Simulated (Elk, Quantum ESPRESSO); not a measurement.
An Elk input for a self-consistent single point of YB2 (P6/mmm, 3 atoms in the cell) (DFT, PBEsol, spin-orbit coupling in second variation, all-electron FP-LAPW, Elk's shipped species files, APW+lo basis with extra local orbitals):

```
tasks
  0

xctype
  22

spinorb
  .true.

tforce
  .true.

rgkmax
  8.0

gmaxvr
  18.0

lmaxapw
  10

lmaxo
  8

nxlo
  2

lorbcnd
  .true.

lradstp
  2

nrmtscf
  2.0

rmtscf
  0.93

lmaxi
  4

nempty
  10

stype
  3

swidth
  0.00367493

scale
  1.889726125

avec
    3.3008398304    0.0000000394    0.0000000000
   -1.6504199493    2.8586111272    0.0000000000
    0.0000000000    0.0000000000    3.8625000000

sppath
  'species/'

atoms
  2   : nspecies
  'Y.in'   : spfname
  1   : natoms; atposl, bfcmt below
  0.0000000000  0.0000000000  0.0000000000    0.0 0.0 0.0
  'B.in'   : spfname
  2   : natoms; atposl, bfcmt below
  0.3333333333  0.6666666667  0.5000000000    0.0 0.0 0.0
  0.6666666667  0.3333333333  0.5000000000    0.0 0.0 0.0

ngridk
  8 8 6
```

Problem. Translate this input to Quantum ESPRESSO.

Solution. One input that does it (others would too):

```fortran
&CONTROL
   calculation = 'scf'
   prefix = 'run'
   outdir = './work'
   pseudo_dir = './'
   tprnfor = .true.
   tstress = .true.
/
&SYSTEM
   ibrav = 4
   celldm(1) = 6.2376832606
   celldm(3) = 1.170156747527
   nat = 3
   ntyp = 2
   ecutwfc = 50
   ecutrho = 350
   occupations = 'smearing'
   smearing = 'fermi-dirac'
   degauss = 0.0073499
   noncolin = .true.
   lspinorb = .true.
   input_dft = 'pbesol'
/
&ELECTRONS
   conv_thr = 1.0d-9
/
ATOMIC_SPECIES
Y     88.9058  Y.rel-pbe-spn-rrkjus_psl.1.0.0.UPF
B     10.8100  B.rel-pbe-n-rrkjus_psl.1.0.0.UPF
ATOMIC_POSITIONS {crystal}
Y     0.0000000000    0.0000000000    0.0000000000
B     0.3333333333    0.6666666667    0.5000000000
B     0.6666666667    0.3333333333    0.5000000000
K_POINTS {automatic}
8 8 6  0 0 0
```

Basis settings and potentials, where a program has them, do not carry over. This input uses DFT, PBEsol, spin-orbit coupling, plane waves, PSlibrary fully relativistic ultrasoft (PBE) pseudopotentials.

The starting cell comes from a database of computed structures (which also holds hypothetical and non-ambient phases and stackings), without a prior relaxation at this level.
